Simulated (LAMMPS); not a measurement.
Pressure dependence of Ti (hcp) at 2520 K, from the melt.

Method: classical MD, pair style meam/spline, file Ti.meam.spline (LAMMPS).

```csv
P (GPa),state,volume,coordination number,self-diffusion coefficient of Ti (not corrected for cell size)
0,liquid,18.943 ± 0.004 Å³/atom,13.8 (counted to 4.02 Å),(7.3 ± 0.2) × 10^-5 cm²/s
2,liquid,18.348 ± 0.002 Å³/atom,14.1 (counted to 4.02 Å),(7.49 ± 0.04) × 10^-5 cm²/s
5,liquid,17.500 ± 0.003 Å³/atom,14.1 (counted to 3.94 Å),(7.89 ± 0.08) × 10^-5 cm²/s
```

Caution: a run this short can hold a crystal over, or a liquid under, the potential's own melting point, which these runs don't give.

Caution (row 5): enthalpy drifts during the constant-pressure average: a transition or slow ageing; fluctuation values are void.

Estimate the isothermal bulk modulus at zero pressure. A parabola P(ln V) through the three points gives −dP/d ln V = 63 GPa at zero pressure.

States go by the mean squared displacement: a species diffuses where it passes 1.5 Å², still rises and gives D over 1e-6 cm²/s; a crystal has left its structure where atoms lie 0.35 Å off their sites on average or a cubic box changes its shape by 3 %, or the axial ratios of another lie 8 % off the starting cell's, which the potential's own relaxation can also do.

Errors of D are the spread over four groups of atoms in one short run; a floor of about 5 %, a picked value, is safer.

Uncertainties are statistical and leave out the potential's own error.
